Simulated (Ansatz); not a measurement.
## Hypothetical R-3m TiAgTe2 under a change: Te → Se

Take TiAgTe2 (space group R-3m, No. 166; a = 3.742 Å, c = 22.685 Å (hexagonal axes); a hypothetical phase, not in the database extracts checked) as the base.

Now apply this change: every Te is replaced by Se; the structure is relaxed again.

Calculations: plane-wave PAW DFT at the PBEsol level (Ansatz, a program for electronic structure, 420 eV), spin-orbit coupling left out. Γ-centred 15×15×15 mesh, Fermi–Dirac width 0.05 eV, for the changed cell.

```csv
quantity,base,changed,shift
volume per atom,22.93 Å³,19.13 Å³,-3.80 Å³
density,7.44 g/cm³,6.81 g/cm³,-0.63 g/cm³
c/a ratio,6.062,6.186,+0.124
space group,R-3m (No. 166),R-3m (No. 166),–
band gap,zero,zero,–
```

Stability against distortions was not tested. As relaxed here, TiAgSe2 is a hypothetical phase, not in the database extracts checked. The final runs are not spin-polarised. An odd electron count without spin: TiAgSe2 and TiAgTe2. TiAgSe2 and TiAgTe2 have a high density of states at the Fermi level and may be magnetic at this level.
